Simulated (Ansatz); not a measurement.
**SnS under a change: pressure 0.3 GPa**

Take SnS in the rock salt structure (space group Fm-3m, No. 225; a = 5.744 Å) as the base.

Modification: cell and atoms relaxed at a pressure of 0.3 GPa.

Computed with plane-wave PAW DFT at the PBEsol level (Ansatz, a program for electronic structure, 420 eV), no SOC. Γ-centred 10×10×10 mesh, Fermi–Dirac width 0.05 eV.

```yaml
density: 5.31 g/cm³ (base 5.29 g/cm³)
lattice_parameter_a: 10.837 bohr (base 10.854 bohr)
band_gap: "0.30 eV (uncertain: the edges found look like a band crossing or inverted bands; both cells) (base 0.30 eV)"
```

Final structure:

```xyz
2
Lattice="0.0000 2.8672 2.8672 2.8672 0.0000 2.8672 2.8672 2.8672 0.0000" Properties=species:S:1:pos:R:3 pbc="T T T"
Sn     2.8672     2.8672     2.8672
S      0.0000     0.0000     0.0000
```

Cost of the whole job for the changed cell (relaxation, final SCF and bands): around 21 core-seconds (rough).

Load acts through the strain it causes; cell and atoms are relaxed under it. Stability against distortions was not tested. The zero or small gap of SnS can change with the level of theory.
